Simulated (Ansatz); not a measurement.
## ZnS in the wurtzite structure (space group P6_3mc, No. 186)

```xyz
4
Lattice="3.7823 0.0000 0.0000 -1.8912 3.2756 0.0000 0.0000 0.0000 6.2079" Properties=species:S:1:pos:R:3 pbc="T T T"
Zn     1.8912     1.0919     6.2059
Zn     0.0000     2.1837     3.1019
S      1.8912     1.0919     3.8832
S      0.0000     2.1837     0.7792
```

Level of theory: Kohn–Sham DFT with the PBEsol functional, run in Ansatz (an electronic-structure program) with PAW and 420 eV plane waves, no SOC, earlier PAW set. k-mesh 10×10×6 (Γ-centred); smearing 0.05 eV (Fermi–Dirac).

```json
{
 "volume_per_atom": "19.23 Å³",
 "density": "4.21 g/cm³",
 "band_gap": "2.15 eV, direct at Γ",
 "electron_mass": "0.16 mₑ along c, 0.18 mₑ across",
 "total_energy": "-2083.718 eV/atom (σ→0; compares only within this code and set-up)"
}
```

Masses are band curvatures over ±0.01 Å⁻¹ around the edge. Stability against distortions was not tested.
